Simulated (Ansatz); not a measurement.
**Ti3Al with two functionals, isotropic strain +5.44 %**

Consider Ti$_{3}$Al (space group P6_3/mmc, No. 194; a = 5.756 Å, c = 4.655 Å).

(Cell as relaxed with PBE.)

Levels (all Ansatz, a quantum-chemistry and plane-wave program, PAW): PBE (420 eV, spin-orbit coupling left out); r2SCAN (500 eV, scalar-relativistic without spin-orbit coupling).

Each level relaxes its own structure.

```csv
base,PBE,r2SCAN
volume per atom,16.69 Å³,16.56 Å³
lattice parameter a,10.877 bohr,10.860 bohr
band gap,zero,zero
```

The change: the cell is scaled by 1.0544 in all directions, atoms relaxed at fixed cell.

```csv
quantity,PBE,r2SCAN
energy relative to the base (free energy F),+137 meV/atom,___
"pressure (mean of the normal stresses, compression positive)",-13.4 GPa,___
band gap,zero,___
```

### Question
Predict the r2SCAN column.

### Answer

- energy relative to the base (free energy F), r2SCAN: +145 meV/atom
- pressure (mean of the normal stresses, compression positive), r2SCAN: -14.3 GPa
- band gap, r2SCAN: zero

PBE's energy relative to the base lies 7.8 meV/atom below r2SCAN's; PBE's pressure lies 0.9 GPa above r2SCAN's; the two agree on the band gap. Neither level is exact; r2SCAN is the comparison here, not a measurement.

No phonon test of stability was made. All final runs are without spin polarisation.
